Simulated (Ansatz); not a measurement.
```xyz
6
Lattice="3.6002 0.0000 0.0000 0.0000 3.6002 0.0000 0.0000 0.0000 5.2252" Properties=species:S:1:pos:R:3 pbc="T T T"
Zr     0.0000     0.0000     0.0000
Zr     1.8001     1.8001     2.6126
O      0.0000     1.8001     1.5768
O      0.0000     1.8001     4.1894
O      1.8001     0.0000     1.0358
O      1.8001     0.0000     3.6484
```

Space group of this cell: P4_2/nmc. The cell is taken as given.

The numbers are results of r2SCAN (plane waves, PAW; Ansatz, an electronic-structure program), not measurements.

The current runs along the normal of the first two printed vectors; no spin-orbit coupling. Scaled by the factor s: both lengths across the current (ions clamped). Meshes 8×8×6 and 8×8 across the current in all rows.

```csv
s,mean pressure (GPa),band gap (eV)
0.98,11.3,4.82
1.00,-0.1,4.61
1.02,-9.5,?
```

Take the slope of the band gap against ln s from the two given rows, extrapolate to s = 1.02, and say what the run there gives.

Slope = (4.82 − 4.61) / ln 0.98 = -10.4 eV. The line gives 4.61 + (-10.4) × ln 1.02 = 4.40 eV. The run gives 4.27 eV, 0.13 eV under the line, 65 % of the predicted step.
